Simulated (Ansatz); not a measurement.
A computed series for AlRu: response to strain

Start from AlRu in the CsCl type structure (space group Pm-3m, No. 221; a = 2.955 Å; relaxed with 0.1 eV smearing).

Strains are applied to the cell and any free atomic positions relax.

Calculations: LDA (Ansatz, an electronic-structure program; PAW; 420 eV plane waves; no spin-orbit coupling).

```csv
isotropic strain (%),pressure (GPa)
-2.5,20.7
-2,16.0
-1,7.4
-0.5,3.6
0,0.0
0.5,-3.3
1.5,-9.4
2.5,?
3,-16.8
```

Q: Fit P = P₀ − Bδ + Cδ² with δ = (1 + ε)³ − 1 to the rows shown and predict the withheld row.

A: Least squares on the printed values gives P₀ = 0.0 GPa, B = 237 GPa, C = 607 GPa (largest residual 0.2 GPa); this predicts -14.6 GPa, and the run gives -14.5 GPa, in agreement.

No phonon test of stability was made. All final runs are without spin polarisation.
